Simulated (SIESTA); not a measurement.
## Input and output of a self-consistent single point for SiO₂ (I-4m2, 15 atoms in the cell) (SIESTA)

Computed with LDA PW92, numerical atomic orbitals TZP, PseudoDojo LDA standard norm-conserving potentials (rewritten from UPF to PSML) in SIESTA 5.4.2.

This input was run:

```
# files in the folder: Si.psml O.psml (PseudoDojo LDA standard)
SystemName  SiO2
SystemLabel SiO2

NumberOfAtoms                15
NumberOfSpecies              2
%block ChemicalSpeciesLabel
  1 14 Si
  2 8 O
%endblock ChemicalSpeciesLabel
LatticeConstant              1.0 Bohr
%block LatticeVectors
    -6.797042514    6.797042514   11.458514983
     6.797042514   -6.797042514   11.458514983
     6.797042514    6.797042514  -11.458514983
%endblock LatticeVectors
AtomicCoordinatesFormat      ScaledCartesian
%block AtomicCoordinatesAndAtomicSpecies
     0.000000000    0.000000000    0.000000000  1
     2.800245575    0.000000000   18.053577867  1
     6.797042514    3.996796939   -6.595062884  1
     3.996796939    6.797042514    6.595062884  1
    -0.000000000    2.800245575    4.863452100  1
    -0.000000000    2.467598314    1.812507900  2
    -4.329444200    6.797042514    9.646007083  2
    -0.000000000   11.126486714    1.812507900  2
     4.329444200    6.797042514    9.646007083  2
    -0.000000000    0.000000000   16.814454057  2
    -0.000000000    0.000000000    6.102575910  2
    -2.490844200    4.306198314    5.729257492  2
    -2.490844200    9.287886714    5.729257492  2
     2.490844200    9.287886714    5.729257492  2
     2.490844200    4.306198314    5.729257492  2
%endblock AtomicCoordinatesAndAtomicSpecies

XC.functional                LDA
XC.authors                   PW92
PAO.BasisSize                TZP
PAO.EnergyShift              0.005 Ry
MeshCutoff                   300 Ry
%block kgrid.MonkhorstPack
    4   0   0  0.0
    0   4   0  0.0
    0   0   4  0.0
%endblock kgrid.MonkhorstPack
OccupationFunction           FD
ElectronicTemperature        10 K

MaxSCFIterations             150
SCF.Mixer.Method             Broyden
SCF.Mixer.Weight             0.1
SCF.Mixer.History            6
SCF.DM.Tolerance             1.0E-04
Diag.ParallelOverK           true
WriteForces                  true
```

Log, with long lists cut:

```
reinit: Reading from file input.fdf

reinit: System Name: SiO2
reinit: System Label: SiO2

coor:   Atomic-coordinates input format  =     Cartesian coordinates
coor:                                          (in units of alat)

siesta: Atomic coordinates (Bohr) and species
siesta:      0.00000   0.00000   0.00000  1        1
siesta:      2.80025   0.00000  18.05358  1        2
siesta:      6.79704   3.99680  -6.59506  1        3
siesta:      3.99680   6.79704   6.59506  1        4
siesta:     -0.00000   2.80025   4.86345  1        5
siesta:     -0.00000   2.46760   1.81251  2        6
siesta:     -4.32944   6.79704   9.64601  2        7
siesta:     -0.00000  11.12649   1.81251  2        8
siesta:      4.32944   6.79704   9.64601  2        9
siesta:     -0.00000   0.00000  16.81445  2       10
siesta:     -0.00000   0.00000   6.10258  2       11
siesta:     -2.49084   4.30620   5.72926  2       12
siesta:     -2.49084   9.28789   5.72926  2       13
siesta:      2.49084   9.28789   5.72926  2       14
siesta:      2.49084   4.30620   5.72926  2       15

siesta: System type = bulk

initatomlists: Number of atoms, orbitals, and projectors:     15   255   220

siesta: ******************** Simulation parameters ****************************
redata: Spin configuration                          = none
redata: Time-Reversal Symmetry                      = T
redata: Number of Atomic Species                    =        2
redata: Mesh Cutoff                                 =   300.0000 Ry
redata: Net charge of the system                    =     0.0000 |e|
redata: Min. number of SCF Iter                     =        0
redata: Max. number of SCF Iter                     =      150
redata: SCF convergence failure will abort job
redata: SCF mix quantity                            = Hamiltonian
redata: Mix DM or H after convergence               =   F
redata: Recompute H after scf cycle                 =   F
   [... lines left out ...]
diag: Parallel distribution                         =     1 x     1
diag: Used triangular part                          = Lower
diag: Absolute tolerance                            =  0.100E-15
diag: Orthogonalization factor                      =  0.100E-05
diag: Memory factor                                 =  1.0000

superc: Internal auxiliary supercell:     5 x     5 x     5  =     125
superc: Number of atoms, orbitals, and projectors:   1875  31875  27500

                        Single-point calculation

superc: Internal auxiliary supercell:     5 x     5 x     5  =     125
superc: Number of atoms, orbitals, and projectors:   1875  31875  27500

outcell: Unit cell vectors (Ang):
       -3.596840    3.596840    6.063585
        3.596840   -3.596840    6.063585
        3.596840    3.596840   -6.063585

outcell: Cell vector modules (Ang)   :    7.914643    7.914643    7.914643
outcell: Cell angles (23,13,12) (deg):    125.9404    125.9404     79.9861
outcell: Cell volume (Ang**3)        :    313.7847
new_DM -- step:     1
Initializing Density Matrix...

Attempting to read DM from file... Failed...
DM filled with atomic data:

InitMesh: MESH = 80 x 80 x 60 = 384000
InitMesh: Mesh cutoff (required, used) =   300.000   333.900 Ry

stepf: Fermi-Dirac step function
        iscf     Eharris(eV)        E_KS(eV)     FreeEng(eV)     dDmax    Ef(eV) dHmax(eV)
   scf:    1    -5030.430564    -5073.887500    -5073.887500  1.553129-10.530398  7.494570
   scf:    2    -5085.643990    -5080.028572    -5080.028572  0.035631-10.147698  5.603617
   scf:    3    -5090.824918    -5088.074164    -5088.074164  0.116110 -4.382158  0.267421
   scf:    4    -5088.062315    -5088.079866    -5088.079866  0.009840 -4.456048  0.215189
   scf:    5    -5088.105373    -5088.093656    -5088.093656  0.008846 -4.464052  0.155891
   scf:    6    -5088.095376    -5088.096714    -5088.096714  0.003391 -4.436756  0.053717
   scf:    7    -5088.097105    -5088.096912    -5088.096912  0.001077 -4.437030  0.049533
   scf:    8    -5088.098006    -5088.097543    -5088.097543  0.001718 -4.439829  0.014948
   scf:    9    -5088.097692    -5088.097637    -5088.097637  0.000510 -4.441130  0.005153
   scf:   10    -5088.097645    -5088.097642    -5088.097642  0.000314 -4.439977  0.001368
   scf:   11    -5088.097642    -5088.097642    -5088.097642  0.000111 -4.439495  0.000437
   scf:   12    -5088.097642    -5088.097642    -5088.097642  0.000022 -4.439394  0.000390
SCF Convergence by DM+H criterion
max |DM_out - DM_in|         :     0.0000215801
max |H_out - H_in|      (eV) :     0.0003895805
SCF cycle converged after 12 iterations

Using DM_out to compute the final energy and forces

siesta: E_KS(eV) =            -5088.0976

siesta: E_KS - E_eggbox =     -5088.0976

siesta: Atomic forces (eV/Ang):
     1   -0.000098    0.000098    0.000000
     2   -0.055270   -0.000028    0.147029
     3    0.000028    0.055270   -0.147029
     4    0.056067    0.000024    0.147254
     5   -0.000024   -0.056067   -0.147254
     6   -0.001211    0.097511   -0.024763
     7    0.097034    0.000138    0.023464
     8   -0.000138   -0.097034   -0.023464
     9   -0.097511    0.001211    0.024763
    10   -0.000255   -0.000303   -0.126096
    11    0.000303    0.000255    0.126096
    12   -0.092134   -0.091593    0.000455
    13   -0.092811    0.092811    0.000000
    14    0.091593    0.092134   -0.000455
    15    0.093045   -0.093045    0.000000
   Tot   -0.001382    0.001382    0.000000
   Max    0.147254
   Res    0.072920    sqrt( Sum f_i^2 / 3N )
   Max    0.147254    constrained

Stress tensor Voigt[x,y,z,yz,xz,xy] (kbar):        2.01        2.01        1.45        0.01        0.01       -0.00
(Free)E + p*V (eV/cell)    -5088.4545
Target enthalpy (eV/cell)    -5088.0976

siesta: Program's energy decomposition (eV):
siesta: Ebs     =     -1225.466401
siesta: Eions   =      7654.373303
siesta: Ena     =      1311.851161
siesta: Ekin    =      3328.927157
siesta: Enl     =      -696.993252
siesta: Eso     =         0.000000
siesta: Edftu   =         0.000000
siesta: DEna    =       -28.944043
siesta: DUscf   =         6.961631
siesta: DUext   =         0.000000
siesta: Ex      =     -1210.286670
siesta: Ec      =      -145.240323
siesta: Exc     =     -1355.526993
siesta: Eharris =     -5088.097642
siesta: Etot    =     -5088.097642
siesta: FreeEng =     -5088.097642

siesta: Atomic forces (eV/Ang):
siesta:      1   -0.000098    0.000098    0.000000
siesta:      2   -0.055270   -0.000028    0.147029
siesta:      3    0.000028    0.055270   -0.147029
siesta:      4    0.056067    0.000024    0.147254
siesta:      5   -0.000024   -0.056067   -0.147254
siesta:      6   -0.001211    0.097511   -0.024763
siesta:      7    0.097034    0.000138    0.023464
siesta:      8   -0.000138   -0.097034   -0.023464
siesta:      9   -0.097511    0.001211    0.024763
siesta:     10   -0.000255   -0.000303   -0.126096
siesta:     11    0.000303    0.000255    0.126096
siesta:     12   -0.092134   -0.091593    0.000455
siesta:     13   -0.092811    0.092811    0.000000
siesta:     14    0.091593    0.092134   -0.000455
siesta:     15    0.093045   -0.093045    0.000000
siesta: ----------------------------------------
siesta:    Tot   -0.001382    0.001382    0.000000

siesta: Stress tensor (static) (eV/Ang**3):
siesta:     0.001254   -0.000003    0.000006
siesta:    -0.000003    0.001254    0.000006
siesta:     0.000006    0.000006    0.000903

siesta: Cell volume =        313.784654 Ang**3

siesta: Pressure (static):
siesta:                Solid            Molecule  Units
siesta:          -0.00001239         -0.00003201  Ry/Bohr**3
siesta:          -0.00113715         -0.00293925  eV/Ang**3
siesta:          -1.82191320         -4.70920196  kBar
```

The run converged in 12 iterations.

The starting cell comes from a database of computed structures (which also holds hypothetical and non-ambient phases and stackings), without a prior relaxation at this level. Values carry the incompleteness of an atom-centred basis.

Cost on one core of a shared machine: roughly 40 s.
